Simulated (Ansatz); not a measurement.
Electronic density of states of amorphous Si26O36C8, density 2.27 g/cm³, on a 2×2×2 Γ-centred mesh with a Gaussian width of 0.1 eV; energies count from the Fermi level, whose place inside the gap is arbitrary. Cell and mesh are small, so fine structure isn't converged. All values below come from PBE, scalar-relativistic without spin-orbit coupling (plane waves to 420 eV, PAW; Ansatz, a program for electronic structure). Sampling: a 2×2×2 Γ-centred mesh; Fermi-Dirac width 0.02 eV; no spin polarisation.

The cell was made by melting and quenching with the CHGNet potential and then relaxed with DFT. O atoms were pushed apart under 1.9 Å during the dynamics, to hinder bonds among them. The hot cell started wider than the set density and was brought back towards it in steps. It is the lowest in DFT energy of 2 quenches. It is a model cell: composition and starting density were chosen by hand, and all elements were melted together. No dispersion term was used. A short ab initio anneal came between quench and relaxation. Its density started from a set value of 2.43 and ended at 2.27 g/cm³. The simulated quench (nominally 200 K/ps over its main leg) is rapid and tends to freeze in more defects than a deposited or slowly cooled glass has. Values belong to this one cell and scatter from quench to quench. The volume was free in the relaxation, at fixed shape. Stress components on the final sampling reach 1.8 GPa. On a 2×2×2 Γ-centred mesh force components of up to 0.20 eV/Å stay, since the relaxation ran on the zone centre alone.

(E - EF (eV), states/(eV atom)): (-12.00, 0.10); (-11.90, 0.06); (-11.80, 0.10); (-11.70, 0.12); (-11.60, 0.15); (-11.50, 0.23); (-11.40, 0.19); (-11.30, 0.15); (-11.20, 0.16); (-11.10, 0.16); (-11.00, 0.18); (-10.90, 0.19); (-10.80, 0.21); (-10.70, 0.21); (-10.60, 0.24); (-10.50, 0.23); (-10.40, 0.23); (-10.30, 0.22); (-10.20, 0.20); (-10.10, 0.22); (-10.00, 0.25); (-9.90, 0.24); (-9.80, 0.25); (-9.70, 0.21); (-9.60, 0.15); (-9.50, 0.20); (-9.40, 0.24); (-9.30, 0.25); (-9.20, 0.30); (-9.10, 0.34); (-9.00, 0.41); (-8.90, 0.37); (-8.80, 0.36); (-8.70, 0.39); (-8.60, 0.38); (-8.50, 0.34); (-8.40, 0.24); (-8.30, 0.29); (-8.20, 0.37); (-8.10, 0.37); (-8.00, 0.42); (-7.90, 0.40); (-7.80, 0.35); (-7.70, 0.25); (-7.60, 0.21); (-7.50, 0.29); (-7.40, 0.31); (-7.30, 0.31); (-7.20, 0.30); (-7.10, 0.27); (-7.00, 0.29); (-6.90, 0.36); (-6.80, 0.40); (-6.70, 0.41); (-6.60, 0.41); (-6.50, 0.46); (-6.40, 0.51); (-6.30, 0.58); (-6.20, 0.60); (-6.10, 0.61); (-6.00, 0.55); (-5.90, 0.50); (-5.80, 0.55); (-5.70, 0.61); (-5.60, 0.60); (-5.50, 0.63); (-5.40, 0.72); (-5.30, 0.70); (-5.20, 0.69); (-5.10, 0.67); (-5.00, 0.67); (-4.90, 0.76); (-4.80, 0.80); (-4.70, 0.77); (-4.60, 0.74); (-4.50, 0.75); (-4.40, 0.73); (-4.30, 0.79); (-4.20, 0.82); (-4.10, 0.82); (-4.00, 0.78); (-3.90, 0.72); (-3.80, 0.57); (-3.70, 0.46); (-3.60, 0.34); (-3.50, 0.28); (-3.40, 0.26); (-3.30, 0.16); (-3.20, 0.11); (-3.10, 0.13); (-3.00, 0.14); (-2.90, 0.22); (-2.80, 0.20); (-2.70, 0.13); (-2.60, 0.15); (-2.50, 0.06); (-2.40, 0.01); (-2.30, 0.03); (-2.20, 0.17); (-2.10, 0.25); (-2.00, 0.11); (-1.90, 0.10); (-1.80, 0.14); (-1.70, 0.10); (-1.60, 0.15); (-1.50, 0.13); (-1.40, 0.15); (-1.30, 0.07); (-1.20, 0.01); (-1.10, 0.00); (-1.00, 0.02); (-0.90, 0.07); (-0.80, 0.11); (-0.70, 0.07); (-0.60, 0.05); (-0.50, 0.11); (-0.40, 0.13); (-0.30, 0.14); (-0.20, 0.12); (-0.10, 0.03); (0.00, 0.00); (0.10, 0.03); (0.20, 0.13); (0.30, 0.11); (0.40, 0.08); (0.50, 0.13); (0.60, 0.07); (0.70, 0.01); (0.80, 0.04); (0.90, 0.09); (1.00, 0.12); (1.10, 0.12); (1.20, 0.09); (1.30, 0.08); (1.40, 0.07); (1.50, 0.13); (1.60, 0.20); (1.70, 0.25); (1.80, 0.25); (1.90, 0.19); (2.00, 0.08); (2.10, 0.02); (2.20, 0.09); (2.30, 0.19); (2.40, 0.19); (2.50, 0.09); (2.60, 0.06); (2.70, 0.10); (2.80, 0.15); (2.90, 0.17); (3.00, 0.15); (3.10, 0.19); (3.20, 0.16); (3.30, 0.19); (3.40, 0.22); (3.50, 0.21); (3.60, 0.24); (3.70, 0.27); (3.80, 0.26); (3.90, 0.25); (4.00, 0.29); (4.10, 0.29); (4.20, 0.26); (4.30, 0.32); (4.40, 0.39); (4.50, 0.33); (4.60, 0.27); (4.70, 0.31)

The gap on this mesh is 0.41 eV; the broadening fills part of it in the curve.
